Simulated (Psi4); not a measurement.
Psi4 1.11, B3LYP/def2-svpd: Ag(OH)(CO) ([O+]#[C-]->[Ag][OH]), 5 atoms. The geometry is a generated start, not checked to be a minimum at this level.

| Quantity | Result |
|---|---|
| task | energy |
| method | b3lyp |
| basis | def2-svpd |
| memory | 3 GB |
| maxiter | 100 |
| keys of the molecule block | symmetry c1 |
| scf_type | df (default) |
| guess | auto, which took SAD (default) |
| scf_initial_accelerator | adiis (default) |
| e_convergence | 1e-06 (default) |
| d_convergence | 1e-06 (default) |
| dft_radial_points | 75 (default) |
| dft_spherical_points | 302 (default) |
| effective core potentials | those of the basis set, past Kr |
| basis functions | 108 |
| grid points | 108998 |

```xyz
5

Ag    -0.0011     0.0520    -0.0105
O     -0.4245     1.5301    -1.0952
H     -0.3104     2.1749    -1.7854
O      0.4314    -2.3241     1.7941
C      0.3045    -1.4329     1.0970
```

Charge 0 and multiplicity 1 are set for this test and not shown to be the ground state.

One run each on 2 threads. Values of diis_max_vecs tried: 3, 6, 10 (default), 20.

Question: Which value of diis_max_vecs needs the fewest SCF iterations, and what happens away from it?

Answer: Fewest SCF iterations, within one of each other: 6 with 11, 10 (default) with 11, 20 with 11. The count rises to 18 at 3. All converge to one solution.

```csv
diis_max_vecs,SCF iterations,end
3,18,same solution
6,11,same solution
10 (default),11,same solution
20,11,same solution
```
